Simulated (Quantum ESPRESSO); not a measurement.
Troubleshooting Quantum ESPRESSO: a failed run on LuF3 (P1, 4 atoms in the cell). The aim is a self-consistent single point with DFT, PBEsol, plane waves, PSlibrary PAW (PBE) pseudopotentials.

This input was run:

```fortran
&control
  calculation = 'scf'
  prefix = 'LuF3'
  outdir = './tmp/'
  pseudo_dir = './'
  tprnfor = .true.
  tstress = .true.
/
&system
  ibrav = 0
  nat = 4
  ntyp = 2
  ecutwfc = 55
  ecutrho = 440
  occupations = 'smearing'
  smearing = 'fermi-dirac'
  degauss = 0.00147
  input_dft = 'pbesol'
/
&electrons
  conv_thr = 1.0d-10
  mixing_beta = 0.3
/
ATOMIC_SPECIES
Lu   174.9668  Lu.pbe-spdn-kjpaw_psl.1.0.0.UPF
F     18.9984  F.pbe-n-kjpaw_psl.1.0.0.UPF
ATOMIC_POSITIONS crystal
Lu   -0.0009310000    0.0020430000    0.4952220000
F     0.3418860000    0.6661850000    0.6114050000
F     0.6575840000    0.3254530000    0.3980220000
F     0.0014610000    0.0063200000   -0.0046490000
K_POINTS automatic
5 5 4  0 0 0
```

Output, abridged:

```
     file Lu.pbe-spdn-kjpaw_psl.1.0.0.UPF: wavefunction(s)  5S 5P 5D renormalized
     file F.pbe-n-kjpaw_psl.1.0.0.UPF: wavefunction(s)  2S 2P renormalized

 %%%%%%%%%%%%%%%%%%%%%%%%%%%%%%%%%%%%%%%%%%%%%%%%%%%%%%%%%%%%%%%%%%%%%%%%%%%%%%
     Error in routine cell_base_init (1):
     ibrav=0: must read cell parameters
 %%%%%%%%%%%%%%%%%%%%%%%%%%%%%%%%%%%%%%%%%%%%%%%%%%%%%%%%%%%%%%%%%%%%%%%%%%%%%%

     stopping ...
```

Task: Read the log: what does the program object to, and what is the fix?

Result: The fault is no cell vectors for a free lattice. A free lattice needs its vectors. To fix it, add the cell. The program stopped before any SCF iteration.

The sound input it was made from differs as follows (other fixes are possible):
```diff
+CELL_PARAMETERS angstrom
+   3.8158900000     0.0000000000     0.0000000000
+  -1.9079450000     3.3046580000     0.0000000000
+   0.0000000000     0.0000000000     4.2071900000
```

With that input, the run converged in 12 iterations: free energy E − TS -11370.5946 eV; top of the valence band (on the code's own zero) 3.32 eV; gap on the k-point mesh 7.58 eV; pressure -3.38 GPa; largest force (vector length) 0.437 eV/Å (DFT, PBEsol, plane waves, PSlibrary PAW (PBE) pseudopotentials).

On the sound input: the starting cell comes from a database of computed structures (which also holds hypothetical and non-ambient phases and stackings), without a prior relaxation at this level. Its atoms were displaced at random from the sites of space group no. 164. Spin-orbit coupling is off. With a pressure of about -3 GPa the cell is away from its equilibrium volume at this level.
